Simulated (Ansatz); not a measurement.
The reference is YZnPO (space group R-3m, No. 166; a cell from a computed database, its experimental status unchecked).

```
YZnPO
1.0
    1.92362     1.11060     9.99580
   -1.92362     1.11060     9.99580
    0.00000    -2.22121     9.99580
Y Zn P O
2 2 2 2
Direct
  0.37985   0.37985   0.37985
  0.62015   0.62015   0.62015
  0.19589   0.19589   0.19589
  0.80411   0.80411   0.80411
  0.88818   0.88818   0.88818
  0.11182   0.11182   0.11182
  0.30526   0.30526   0.30526
  0.69474   0.69474   0.69474
```

Cartesian axes are those of the cell as printed.

Method: Ansatz (an electronic-structure program), PBEsol, PAW, cutoff 420 eV, without spin-orbit coupling.

For the base:

The band gap is 1.19 eV and the shortest interatomic distance is 2.237 Å.

The change: strain tensor (xx, yy, zz, yz, xz, xy) = (−0.68, −0.79, −0.66, −1.12, −0.17, +0.60) %, atoms relaxed at fixed cell.

**Question.** What happens to the band gap?

**Answer.** The band gap shrinks by 0.055 eV, from 1.19 eV to 1.13 eV.

**Question.** What does the calculation give for the stress after the change?

**Answer.** The stress (xx, yy, zz, yz, xz, xy; compression positive) comes out as (2.49, 2.76, 2.32, 1.35, 0.22, -0.78) GPa.

**Question.** How does this affect the shortest interatomic distance?

**Answer.** The shortest interatomic distance shrinks by 0.0033 Å (2.237 Å → 2.233 Å).

**Question.** Estimate the effect on the energy relative to the base.

**Answer.** The energy increases by 4.6 meV/atom.

**Question.** Predict the new largest internal atomic displacement.

**Answer.** The largest internal atomic displacement amounts to 0.028 Å.

Stability against distortions was not tested.
